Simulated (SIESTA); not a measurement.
SIESTA run on BaTe2F10 (C2/c, 26 atoms in the cell): self-consistent single point.

Level of theory: LDA PW92, numerical atomic orbitals DZP, PseudoDojo LDA standard norm-conserving potentials (rewritten from UPF to PSML) in SIESTA 5.4.2.

The input file:

```
# files in the folder: Ba.psml Te.psml F.psml (PseudoDojo LDA standard)
SystemName  BaTe2F10
SystemLabel bate2f10

NumberOfAtoms                26
NumberOfSpecies              3
%block ChemicalSpeciesLabel
  1 56 Ba
  2 52 Te
  3 9 F
%endblock ChemicalSpeciesLabel
LatticeConstant              1.0 Ang
%block LatticeVectors
     8.861816000   -2.491333000    0.000000000
     8.861816000    2.491333000    0.000000000
    -3.899974000    0.000000000    9.754730000
%endblock LatticeVectors
AtomicCoordinatesFormat      Bohr
%block AtomicCoordinatesAndAtomicSpecies
    11.218993142    4.346555807   13.825326090  1
    14.903934519   -4.346555807    4.608442030  1
    17.927718564   -0.514859996   10.432222392  2
     8.195209096    0.514859996    8.001545728  2
     4.510267719   -0.514859996   17.218429788  2
    21.612659941    0.514859996    1.215338332  2
    18.021365457   -2.399917993   13.708087325  3
     8.101562204    2.399917993    4.725680795  3
     4.416620827   -2.399917993   13.942564855  3
    21.706306833    2.399917993    4.491203265  3
    15.545451121    1.961326577   12.087390431  3
    10.577476539   -1.961326577    6.346377688  3
     6.892535163    1.961326577   15.563261748  3
    19.230392498   -1.961326577    2.870506372  3
    12.752947899   -0.563634224   16.134155547  3
    13.369979761    0.563634224    2.299612573  3
     9.685038385   -0.563634224   11.516496633  3
    16.437889276    0.563634224    6.917271487  3
    -1.474531344   -0.923979726   17.752824725  3
    27.597459004    0.923979726    0.680943394  3
    23.912517628   -0.923979726    9.897827454  3
     2.210410033    0.923979726    8.535940665  3
    18.398620595    2.420444599    0.990999374  3
     7.724307066   -2.420444599   17.442768746  3
    11.409248442    2.420444599    8.225884686  3
    14.713679218   -2.420444599   10.207883434  3
%endblock AtomicCoordinatesAndAtomicSpecies

XC.functional                LDA
XC.authors                   PW92
PAO.BasisSize                DZP
PAO.EnergyShift              0.005 Ry
MeshCutoff                   300 Ry
%block kgrid.MonkhorstPack
    4   0   0  0.0
    0   4   0  0.0
    0   0   2  0.0
%endblock kgrid.MonkhorstPack
OccupationFunction           FD
ElectronicTemperature        50.0 meV

MaxSCFIterations             150
SCF.Mixer.Method             Pulay
SCF.Mixer.Weight             0.25
SCF.Mixer.History            8
SCF.DM.Tolerance             1.0E-05
Diag.ParallelOverK           true
WriteForces                  true
Charge.Mulliken              end
```

Log, with long lists cut:

```
        iscf     Eharris(eV)        E_KS(eV)     FreeEng(eV)     dDmax    Ef(eV) dHmax(eV)
   scf:    1   -26214.268193   -26264.377871   -26264.377871  1.796858 -5.509814 11.111327
   scf:    2   -26296.281887   -26283.278931   -26283.278931  0.152982 -5.579614  5.305907
   scf:    3   -26287.595016   -26286.364720   -26286.364720  0.081328 -4.929379  1.243506
   scf:    4   -26286.653578   -26286.564707   -26286.564707  0.047646 -5.414424  0.564454
   scf:    5   -26286.545186   -26286.586280   -26286.586280  0.012755 -5.717603  0.280830
   scf:    6   -26286.615913   -26286.602859   -26286.602859  0.004721 -5.716480  0.132712
   scf:    7   -26286.612214   -26286.608973   -26286.608973  0.003390 -5.694304  0.023592
   scf:    8   -26286.609072   -26286.609076   -26286.609076  0.000626 -5.680763  0.007680
   scf:    9   -26286.609098   -26286.609090   -26286.609090  0.000110 -5.682699  0.002139
   scf:   10   -26286.609091   -26286.609091   -26286.609091  0.000040 -5.683012  0.000800
   scf:   11   -26286.609091   -26286.609091   -26286.609091  0.000034 -5.683025  0.000090
   scf:   12   -26286.609091   -26286.609091   -26286.609091  0.000006 -5.683000  0.000043
SCF Convergence by DM+H criterion
max |DM_out - DM_in|         :     0.0000061584
max |H_out - H_in|      (eV) :     0.0000431243
SCF cycle converged after 12 iterations

Using DM_out to compute the final energy and forces

siesta: E_KS(eV) =           -26286.6091

siesta: E_KS - E_eggbox =    -26286.6091

siesta: Atomic forces (eV/Ang):
     1    0.000000   -0.114987    0.000000
     2   -0.000000    0.114987   -0.000000
     3   -0.206043   -0.079400   -0.070255
   [... 23 lines left out ...]
   Tot   -0.000000    0.000000   -0.000000
   Max    0.206043
   Res    0.094750    sqrt( Sum f_i^2 / 3N )
   Max    0.206043    constrained

Stress tensor Voigt[x,y,z,yz,xz,xy] (kbar):       63.58       65.43       67.03       -0.00        5.50       -0.00
(Free)E + p*V (eV/cell)   -26304.1760
Target enthalpy (eV/cell)   -26286.6091

   [... lines left out ...]
siesta: FreeEng =    -26286.609091
siesta: Cell volume =        430.724681 Ang**3
siesta:         -65.34403182        -66.04851732  kBar
   [... lines left out ...]

Mulliken Atomic Populations:
Atom #   charge [q] valence [e]  Species
     1     1.315962    8.684038  Ba
     2     1.315962    8.684038  Ba
     3     1.271438   14.728562  Te
     4     1.271438   14.728562  Te
     5     1.271438   14.728562  Te
     6     1.271438   14.728562  Te
     7    -0.330400    7.330400  F
     8    -0.330400    7.330400  F
     9    -0.330400    7.330400  F
   [... 17 lines left out ...]
 Total    -0.000000
```

The run converged in 12 iterations. For comparison: a first run was changed to give this one (lattice scaled by 1.03), and from it to this one the free energy goes up by 25.4 meV/atom, the pressure goes from 1.39 to -6.53 GPa, the largest force goes from 2.204 to 0.232 eV/Å and the gap on the mesh goes from 4.933 to 4.585 eV.

The starting cell comes from a database of computed structures (which also holds hypothetical and non-ambient phases and stackings), without a prior relaxation at this level. For this run, on top of that: lattice scaled by 1.03. Spin-orbit coupling is off. Values carry the incompleteness of an atom-centred basis. The basis of the alkali or alkaline-earth atoms may lack their empty d shell, which can raise the gap.

Cost on one core of a shared machine: roughly 4 min.
